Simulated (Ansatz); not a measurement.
The parent structure is BeSe in the zinc blende structure (space group F-43m, No. 216; a = 5.178 Å).

All numbers come from DFT with PBE, PAW potentials and a 420 eV plane-wave cutoff in Ansatz (a first-principles code), scalar-relativistic without spin-orbit coupling.

Before the change:

The smallest direct gap is 4.22 eV and the band gap comes out as 2.67 eV.

One thing is altered: every lattice vector is stretched by 2.00 %, atoms relaxed at fixed cell.

Question: What happens to the smallest direct gap and band gap?

Answer: The smallest direct gap shrinks by 0.42 eV, from 4.22 eV to 3.80 eV; the band gap goes up by 0.12 eV to 2.79 eV.

The cells carry an imposed strain or load. Whether these cells are dynamically stable was not tested.
